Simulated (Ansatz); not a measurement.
An Ansatz (a program for electronic structure) run: C with a change (H interstitial (started 1.80 Å from the nearest host atom), symmetric start); r2SCAN+rVV10 in Ansatz (plane waves to 500 eV, PAW, no spin-orbit coupling).

Input:

Ansatz 0.2 input:
```yaml
crystal:
  lattice:
    - [3.6830347868, -2.1264011255, 0]
    - [1.2276782622, 2.1264011256, 0]
    - [0, 0, 6.6706497965]
  atoms:
    - { symbol: C, position: [0, 0, 0.25] }
    - { symbol: C, position: [0.5, 0.5, 0.25] }
    - { symbol: C, position: [0, 0, 0.75] }
    - { symbol: C, position: [0.5, 0.5, 0.75] }
    - { symbol: C, position: [0.8333333333, 0.5, 0.25] }
    - { symbol: C, position: [0.3333333333, 0, 0.25] }
    - { symbol: C, position: [0.1666666667, 0.5, 0.75] }
    - { symbol: C, position: [0.6666666667, 1, 0.75] }
    - { symbol: H, position: [0.1666666667, 0.5, 0.0833333333] }
basis: { ecutwfc: 500, ecutrho_ratio: 4, xc_grid: 4, fft_grid_basis: typed }
kpoints: { mp_grid: { grid: [6, 10, 4] } }
hamiltonian:
  xc: r2scan
  dispersion: rvv10
  pseudopotentials: { kind: paw }
scf: { occupations: { method: fermi_dirac, width: 0.05 }, convergence: { dr2_threshold: 0.0000000009 } }
relax: { f_tol: 0.02, max_steps: 45 }
output: { forces: true, stress: true }
checkpoint: { write: state.ck, write_every: 1000 }
```

Output (explanatory and most iteration lines left out):

```
Relaxation: its limit of steps is 45 (relax.max_steps)
Pseudopotential: C, paw, valence charge 4
Pseudopotential: H, paw, valence charge 1
Crystal: 9 atoms, lattice volume = 69.656 Å³
Basis set: ecut = 500 eV, 1763 PW (Γ), exchange–correlation on 128×72×200 points (64 copies of the dense FFT grid, shifted against one another)
Bands: 26, of which v1, the nominal top of the filled ones, is band 17 counted from 1 (16 counted from 0)
Symmetry: 2 space group operations
Space group: Pm (ITA 6), of the structure as read, at distance tolerance 4.1e-5 Å
k-points: 84 of 240 (time reversal used)
Functional: x = r2scan, c = r2scan + rvv10(b = 11.95, C = 0.0093); τ floored in thin density (d = 2e-4 eV/Å³)
SCF iter   1: F=—  HF=-2024.150667 eV  |F-HF|=—  |Δ(HF+E_count)|=         —  Δρ=1.21e-2  dr2=1.75e-1  dr2_τ=1.68e0  ethr=1.77e-3  ⟨swp⟩=6.1  Hψ=10566  notcnv=0  defer=20
SCF iter   2: F=—  HF=-2024.288279 eV  |F-HF|=—  |Δ(HF+E_count)|=   1.38e-1  Δρ=7.62e-3  dr2=7.79e-2  dr2_τ=4.68e-4  ethr=5.29e-4  ⟨swp⟩=3.0  Hψ=4674  notcnv=0  defer=226
SCF 1 converged in 11 iterations: F = -2024.274220 eV  dr2 = 6.07e-10
relax step   1: F+E_penalty+E_count = -2024.27422013 eV  Δ(F+E_penalty+E_count) = +0.000e0 eV  max|allowed force component| = 1.233e0 eV/Å  Δτ_max = 0.0000 Å  (11 SCF iters, accepted)
Crystal: 9 atoms, lattice volume = 69.656 Å³
SCF iter   1: F=—  HF=-2024.403990 eV  |F-HF|=—  |Δ(HF+E_count)|=         —  Δρ=2.37e-2  dr2=1.66e-1  dr2_τ=3.49e-1  ethr=4.95e-4  ⟨swp⟩=1.2  Hψ=9979  notcnv=0  defer=212
SCF iter   2: F=—  HF=-2024.463539 eV  |F-HF|=—  |Δ(HF+E_count)|=   5.95e-2  Δρ=1.35e-2  dr2=5.41e-2  dr2_τ=8.71e-4  ethr=4.95e-4  ⟨swp⟩=2.7  Hψ=3562  notcnv=0  defer=212
SCF 2 converged in 11 iterations: F = -2024.458960 eV  dr2 = 2.04e-10
relax step   2: F+E_penalty+E_count = -2024.45895968 eV  Δ(F+E_penalty+E_count) = -1.847e-1 eV  max|allowed force component| = 9.795e-1 eV/Å  Δτ_max = 0.1328 Å  (11 SCF iters, accepted)
Crystal: 9 atoms, lattice volume = 69.656 Å³
SCF iter   1: F=—  HF=-2024.689067 eV  |F-HF|=—  |Δ(HF+E_count)|=         —  Δρ=1.35e-2  dr2=9.34e-2  dr2_τ=1.06e-1  ethr=2.79e-4  ⟨swp⟩=1.1  Hψ=9865  notcnv=0  defer=228
SCF iter   2: F=—  HF=-2024.714538 eV  |F-HF|=—  |Δ(HF+E_count)|=   2.55e-2  Δρ=7.56e-3  dr2=3.08e-2  dr2_τ=3.53e-4  ethr=2.79e-4  ⟨swp⟩=2.4  Hψ=3084  notcnv=0  defer=228
SCF 3 converged in 11 iterations: F = -2024.709785 eV  dr2 = 2.32e-10
relax step   3: F+E_penalty+E_count = -2024.70978481 eV  Δ(F+E_penalty+E_count) = -2.508e-1 eV  max|allowed force component| = 1.223e0 eV/Å  Δτ_max = 0.1945 Å  (11 SCF iters, accepted)
Crystal: 9 atoms, lattice volume = 69.656 Å³
SCF iter   1: F=—  HF=-2025.074094 eV  |F-HF|=—  |Δ(HF+E_count)|=         —  Δρ=1.19e-2  dr2=7.77e-2  dr2_τ=8.43e-2  ethr=2.65e-3  ⟨swp⟩=3.8  Hψ=7010  notcnv=0  defer=179
SCF iter   2: F=—  HF=-2025.097782 eV  |F-HF|=—  |Δ(HF+E_count)|=   2.37e-2  Δρ=6.93e-3  dr2=2.70e-2  dr2_τ=3.35e-4  ethr=2.35e-4  ⟨swp⟩=2.1  Hψ=4041  notcnv=0  defer=257
SCF 4 converged in 11 iterations: F = -2025.093954 eV  dr2 = 5.02e-10
relax step   4: F+E_penalty+E_count = -2025.09395449 eV  Δ(F+E_penalty+E_count) = -3.842e-1 eV  max|allowed force component| = 1.943e0 eV/Å  Δτ_max = 0.1948 Å  (11 SCF iters, accepted)
Crystal: 9 atoms, lattice volume = 69.656 Å³
SCF iter   1: F=—  HF=-2025.711630 eV  |F-HF|=—  |Δ(HF+E_count)|=         —  Δρ=1.64e-2  dr2=1.53e-1  dr2_τ=1.13e-1  ethr=2.44e-3  ⟨swp⟩=4.0  Hψ=7292  notcnv=0  defer=152
SCF iter   2: F=—  HF=-2025.722182 eV  |F-HF|=—  |Δ(HF+E_count)|=   1.06e-2  Δρ=9.46e-3  dr2=5.81e-2  dr2_τ=8.62e-4  ethr=4.62e-4  ⟨swp⟩=2.2  Hψ=3938  notcnv=0  defer=239
SCF 5 converged in 11 iterations: F = -2025.710957 eV  dr2 = 4.97e-10
relax step   5: F+E_penalty+E_count = -2025.71095669 eV  Δ(F+E_penalty+E_count) = -6.170e-1 eV  max|allowed force component| = 2.275e0 eV/Å  Δτ_max = 0.1950 Å  (11 SCF iters, accepted)
Crystal: 9 atoms, lattice volume = 69.656 Å³
[...]
SCF iter   1: F=—  HF=-2026.037111 eV  |F-HF|=—  |Δ(HF+E_count)|=         —  Δρ=7.12e-7  dr2=4.17e-10  dr2_τ=2.26e-11  ethr=1.27e-12  ⟨swp⟩=2.4  Hψ=9547  notcnv=0  defer=238
SCF iter   2: F=-2026.037111 eV  HF=-2026.037111 eV  |F-HF|=8.64e-11  |Δ(HF+E_count)|=  3.05e-11  Δρ=4.29e-7  dr2=2.29e-10  dr2_τ=3.34e-12  ethr=1.27e-12  ⟨swp⟩=3.1  Hψ=5363  notcnv=0
SCF 13 converged in 2 iterations: F = -2026.037111 eV  dr2 = 2.29e-10
SCF converged after 2 iterations
Free energy (F): -2026.037111 eV
Internal energy: -2026.017768 eV  (E = F + TS)
E sigma→0 (E₀):  -2026.027440 eV
Entropy (-TS):   -0.019343 eV (-2.149 meV/atom)
Fermi energy:    7.853003 eV
--- Forces (eV/Å), atoms counted from 1 ---
  atom   1  C      0.00115880    -0.00066903    -0.00093148
  atom   2  C      0.00089812    -0.00051853    -0.00110877
  atom   3  C     -0.00371949     0.00214745     0.00260529
  atom   4  C     -0.00157229     0.00090776    -0.00266741
  atom   5  C      0.00000565    -0.00000326     0.00343408
  atom   6  C      0.00073626    -0.00042508    -0.00095591
  atom   7  C      0.00155058    -0.00089523    -0.00390358
  atom   8  C      0.00187311    -0.00108144     0.00194150
  atom   9  H     -0.00101538     0.00058623     0.00155694
--- Stress (GPa, compression-positive) ---
        8.824592       1.128659      -0.531012
        1.128659      10.127855       0.306580
       -0.531012       0.306580       0.804808
  P = ⅓ Tr σ = 6.5858 GPa (65.858 kbar)
--- Relaxed structure (12 steps of the walk, 11 accepted, 0 SCFs on fresh bases) ---
  atoms:
    - { symbol: C, position: [0.07745215223141877, 6.938893903907228e-18, 0.2789254984906174] }
    - { symbol: C, position: [0.5772112512493787, 0.49999999999999994, 0.2773919361485486] }
    - { symbol: C, position: [-0.06782082662543601, -2.0816681711721685e-17, 0.7461212747925634] }
    - { symbol: C, position: [0.44556227808299625, 0.49999999999999983, 0.7457225251468446] }
    - { symbol: C, position: [0.9098445604312391, 0.49999999999999994, 0.27894865825234316] }
    - { symbol: C, position: [0.4105823545810712, 0.0, 0.27657816292909637] }
    - { symbol: C, position: [0.10449074967557674, 0.4999999999999999, 0.782957446396257] }
    - { symbol: C, position: [0.6071240446302357, 1.0, 0.7439493236212839] }
    - { symbol: H, position: [0.10222010244351966, 0.5, -0.0472614924775539] }
```

In so small a cell the defect repeats every few ångströms: this is an ordered compound, not a dilute defect. A case with no gap was solved on a k-mesh chosen for an insulator, which is coarse for it. The defect started on the symmetric site and kept its symmetry, so it may sit on a saddle. The final runs are not spin-polarised. The cell was made from C in the graphite type structure (space group P6_3/mmc, No. 194; layered, stacked along the Cartesian z axis) by this change: H interstitial (started 1.80 Å from the nearest host atom). The defect cell is not spin-polarised.
